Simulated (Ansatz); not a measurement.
System: cubic perovskite CsSrF3. Method: r²SCAN-D4 (Ansatz, a first-principles code, PAW).

Numerical settings: plane-wave cutoff 560 eV, 8×8×8 k mesh, Fermi–Dirac smearing 0.01 eV, scalar-relativistic PAW data made under PBE.

The direct gap at Γ against volume; x = 100 ln(V/21.497 Å³). One gap is withheld.

```csv
V (Å³/atom),x,gap (eV)
20.207,-6.19,7.441
20.637,-4.08,7.360
21.067,-2.02,7.279
21.497,0.00,7.198
21.927,1.98,7.117
22.357,3.92,7.037
22.786,5.82,?
```

Task: Fit a straight line to the rows shown, give the volume deformation potential and predict the withheld gap.

Result: Means of the 6 rows: x̄ = -1.065, ȳ = 7.2387 eV. Σ(x − x̄)(y − ȳ) = -2.8604 and Σ(x − x̄)² = 71.524, so the slope is -0.0400 eV per unit of x, and dE_g/d ln V = -4.0 eV. At x = 5.82: 7.2387 + (-0.0400) × (5.82 − (-1.065)) = 6.963 eV. The run gives 6.957 eV, 0.006 eV below the line, as the curve bends the same way over all rows.

Spin–orbit coupling is not included.

Note: the relaxation could not lower the start's symmetry, so the cell can be a saddle point above a distorted one.
